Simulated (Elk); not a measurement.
Band structure of SiSnPt₅ (P4/mmm, 7 atoms in the cell).

```yaml
crystal:
  lattice:
    - [4.04672, 0.00000, 0.00000]
    - [0.00000, 4.04672, 0.00000]
    - [0.00000, 0.00000, 7.15583]
  atoms:
    - { symbol: Si, position: [0.00000, 0.00000, 0.50000] }
    - { symbol: Sn, position: [0.50000, 0.50000, 0.00000] }
    - { symbol: Pt, position: [0.00000, 0.50000, 0.29555] }
    - { symbol: Pt, position: [0.00000, 0.50000, 0.70445] }
    - { symbol: Pt, position: [0.50000, 0.00000, 0.29555] }
    - { symbol: Pt, position: [0.50000, 0.00000, 0.70445] }
    - { symbol: Pt, position: [0.00000, 0.00000, 0.00000] }
```

Method of the run: Elk with LDA (PW92), all-electron FP-LAPW, Elk's shipped species files, default APW+lo basis.

Settings: xctype = 3; rgkmax = 7; stype = 3; swidth = 0.00183747 Ha; ngridk = 5 5 3; rmtscf = 0.88.

The starting cell comes from a database of computed structures (which also holds hypothetical and non-ambient phases and stackings), without a prior relaxation at this level. Its lattice was rescaled by a random factor within 2.5 % of one. Spin-orbit coupling is off. Spin polarisation is off. Values depend on the basis (sphere radii, cutoffs, local orbitals), which need not be converged.

Levels in eV from the Fermi level, bands 84 to 91:
```json
[
 {"point": "Γ", "84": "-1.15", "85": "-0.68", "86": "-0.68", "87": "0.02", "88": "0.06", "89": "1.66", "90": "2.85", "91": "4.04"},
 {"point": "X", "84": "-2.12", "85": "-1.37", "86": "-1.36", "87": "-0.92", "88": "-0.03", "89": "0.29", "90": "3.22", "91": "3.79"},
 {"point": "M", "84": "-1.61", "85": "-1.39", "86": "-1.26", "87": "-0.46", "88": "-0.46", "89": "0.03", "90": "0.87", "91": "0.87"},
 {"point": "Z", "84": "-0.39", "85": "0.02", "86": "0.06", "87": "0.86", "88": "1.18", "89": "1.18", "90": "2.39", "91": "2.39"},
 {"point": "R", "84": "-1.87", "85": "-1.87", "86": "-1.50", "87": "-0.83", "88": "1.27", "89": "2.01", "90": "2.62", "91": "2.86"},
 {"point": "A", "84": "-1.94", "85": "-1.40", "86": "-1.01", "87": "-0.72", "88": "0.45", "89": "0.45", "90": "0.78", "91": "0.78"}
]
```

Bands cross the Fermi level along this path, so the cell is metallic at this level.
